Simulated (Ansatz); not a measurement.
Base system: BaTiO$_{3}$ in the cubic perovskite structure (space group Pm-3m, No. 221; a = 3.970 Å). Axes: x, y, z lie along the cube axes.

Now apply this change: biaxial strain +2.40 %, plane normal [001], relaxed out of plane (Cartesian); in-plane vectors clamped, the third vector and the atoms free.

Computed with PBEsol (Ansatz, a program for electronic structure; PAW; 420 eV plane waves; spin-orbit coupling left out).

Task: Give the band edges at the high-symmetry points of the new zone, measured from its valence-band maximum.

Result: 
```
point  valence edge (eV)  conduction edge (eV)
-----  -----------------  --------------------
Γ                  -0.12                  1.67
X                  -0.69                  1.85
M                  -0.17                  3.38
Z                  -0.75                  1.83
R                  -0.07                  3.37
A                   0.00                  4.02
```

The gap is 1.67 eV, indirect, A → Γ.

Whether these cells are dynamically stable was not tested. The final runs are not spin-polarised. Many cubic perovskites are stable only at high temperature; tilts and polar distortions were not tested. This is not the structure that BaTiO3 has at room temperature and ambient pressure. k-point labels follow each cell's own Brillouin zone.
